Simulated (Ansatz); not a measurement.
The starting structures come from a database of crystals and need not be the phases stable at ambient conditions.

 Where the default PAW files enter, the runs use the earlier of Ansatz's two default sets.

Data:

```xyz
4
Lattice="4.3342 0.0000 0.0000 -2.1671 3.7536 0.0000 0.0000 0.0000 5.2626" Properties=species:S:1:pos:R:3 pbc="T T T"
Ba     0.0000     0.0000     0.0023
Al     2.1671     1.2512     2.4484
Si     0.0000     2.5024     2.8539
H      2.1671     1.2512     0.7100
```

Space group of this cell: P3m1. The cell is taken as given; by r2SCAN its mean pressure is -0.6 GPa.

Transport runs along the normal of the first two printed cell vectors, the (001) plane of the conventional cell.

No gap correction and no spin-orbit coupling; mid-gap values are interpolated between computed energies.

Task: Give the band gap and the smallest decay constant κ at mid-gap that r2SCAN (Ansatz, a quantum-chemistry and plane-wave program) yields.

Result: Gap 0.97 eV on a 12×12×6 mesh; κ = 0.204 1/Å, at (0.417, 0.000) of the in-plane reciprocal vectors. At the zone centre, at the nearest computed energy, the slowest state has κ = 0.24 1/Å.
